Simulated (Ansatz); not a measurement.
## PbTe under a change: Pb → Sn

Take PbTe in the rock salt structure (space group Fm-3m, No. 225; a = 6.442 Å) as the base.

It is then changed as follows: full substitution Pb → Sn, then cell and atoms are relaxed.

All numbers come from PBEsol, PAW, 420 eV (Ansatz, a program for electronic structure; no spin-orbit coupling), earlier PAW set. Settings: 13×13×13 k-points, 0.05 eV Fermi–Dirac smearing, for the changed cell.

| quantity | base | changed | shift |
|---|---|---|---|
| density | 8.32 g/cm³ | 6.58 g/cm³ | -1.74 g/cm³ |
| lattice parameter a | 6.442 Å | 6.289 Å | -0.153 Å |
| space group | Fm-3m (No. 225) | Fm-3m (No. 225) | – |
| shortest interatomic distance | 3.221 Å | 3.144 Å | -0.077 Å |
| band gap (uncertain: the edges found look like a band crossing or inverted bands; the changed cell) | 0.65 eV | 0.16 eV | -0.49 eV |

With Pb and Te present, leaving out spin-orbit coupling can change the band edges. No phonon test of stability was made. A zero or small gap of SnTe can be the functional's error rather than a property of the material.
